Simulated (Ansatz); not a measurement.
Take YN in the rock salt structure (space group Fm-3m, No. 225) as the base.

YN has the cubic space group Fm-3m (No. 225), the rock salt structure, Pearson symbol cF8. Conventional cell: a = 4.906 Å, b = 4.906 Å, c = 4.906 Å, α = 90.00°, β = 90.00°, γ = 90.00°. N on 4a sees 6 Y at 2.453 Å (octahedral). Y on 4b has 6 N at 2.453 Å (octahedral). (Neighbours: up to the widest gap in distance over summed covalent radii, below 1.35, at either atom; cation-cation and far metal-metal contacts left out.)
(The calculation used a cell of 2 atoms; values per cell refer to that cell.)

Levels (all Ansatz, a quantum-chemistry and plane-wave program, PAW): PBE (420 eV, no SOC); r2SCAN (500 eV, spin-orbit coupling left out).

Levels that relaxed their own cell: PBE and r2SCAN.

```csv
level,lattice parameter a
PBE,4.906 Å
r2SCAN,4.896 Å
```

Measured: lattice parameter a 4.877 Å (temperature not stated; as listed in G. Soto, M.G. Moreno-Armenta, A. Reyes-Serrato, Computational Materials Science (2007)).

Computed minus measured — lattice parameter a: PBE +0.6 %, r2SCAN +0.4 % (closest: r2SCAN). Measured values not marked as corrected hold thermal and zero-point effects that the static-lattice runs lack.

Whether these cells are dynamically stable was not tested. A zero or small gap of YN can be the functional's error rather than a property of the material.
